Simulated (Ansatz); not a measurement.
C_N (metastable zinc-blende AlN host)

Level of theory: PBE, PAW (plane waves to 420 eV; Ansatz, a first-principles code). The supercell holds 64 host sites (2×2×2 repeats of the unit cell), with a 2×2×2 shifted k-point sampling for the final energies. Site at the start: the N site. Energies of charged states are corrected for periodic images (point charge plus alignment at distant sites). Dielectric constants: PBE linear response of the host. Host gap at this level: 3.31 eV. A cell of this size leaves errors of a few tenths of an eV. Levels are measured in PBE's own, too narrow, gap. Spin–orbit coupling is left out. Each state is the lowest found from its start.

Formation energies E_f are given with the Fermi level at the valence-band maximum. Chemical conditions: Al-rich (Δμ(N) = -2.69 eV, Δμ(C) = -0.21 eV, bounded by Al4C3 (R-3m); only phases computed here count, gases as isolated molecules at 0 K). Reference phases: C: graphite, N: N2 molecule in a box.

```csv
charge,moment (μB),largest move off a lattice site (Å),image correction with alignment (eV),"E_f, Al-rich (eV)",above the lowest spin state (eV)
+1,2.0,0.12,0.21,2.05,0.00
+1†,not spin-polarised,0.09,0.18,–,0.24
0,1.0,0.08,0.00,2.34,0.00
−1,not spin-polarised,0.03,0.24,3.37,0.00
```

† A higher spin state that isn't settled.

Transition levels above the valence-band maximum: ε(+1/0) = 0.28 eV; ε(0/−1) = 1.04 eV. On the lower envelope of the bound states, inside the gap: (+1/0) at 0.28 eV; (0/−1) at 1.04 eV.

Flagged in the runs: a doubtful potential alignment.
